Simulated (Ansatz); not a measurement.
Base system: GaAs in the zinc blende structure (space group F-43m, No. 216; a = 5.659 Å).

Method: PBEsol (Ansatz, a first-principles code), no SOC, earlier PAW set.

Base values:

The gap character is direct at Γ. The gap between the host's bands comes out as 0.42 eV.

It is then changed as follows: 0.0227 electrons added to each cell, a density of 5.0×10^20 cm⁻³, with a uniform compensating background at fixed cell and a 300 K Fermi–Dirac width.

Question: How does this affect the gap character?

Answer: The gap character is still direct at Γ.

Question: Predict the new Fermi level from band edge.

Answer: The Fermi level relative to the doped band's edge (positive inside the band; to 0.05 eV) comes out as +0.75 eV.

Question: Predict the new gap between the host's bands.

Answer: The gap between the host's bands is still 0.42 eV.

Charged cell with a jellium background: band edges are those of the host's band count, energies are not comparable with the neutral cell, and many-body gap narrowing is missing. No phonon test of stability was made.
